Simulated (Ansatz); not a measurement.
Results of PBEsol-D3(BJ) in Ansatz (PAW) for BaAl4 (I4/mmm, No. 139).

Run with plane-wave cutoff 520 eV, 18×18×18 k mesh, Fermi–Dirac smearing 0.05 eV, scalar-relativistic PAW data made under PBE.

Computed points:

```tsv
V (Å³/atom)	E − E_lowest (meV/atom)
21.136	7.03
21.576	1.70
22.016	0.00
22.457	1.59
22.897	6.14
```

### Question
What bulk modulus B0 and pressure derivative B′ does a third-order Birch–Murnaghan fit give?

### Answer
V0 = 22.016 Å³/atom, B0 = 59.7 GPa, B′ = 4.0 (fit to the energies at full precision).

Shape and atoms are relaxed at each volume.

Note: the bulk modulus comes from volumes at which shape and atoms were relaxed.

Spin–orbit coupling is not included.

Computed values are for the static lattice.

The result took around 14 core-minutes (rough).

Ansatz is a program for electronic structure.
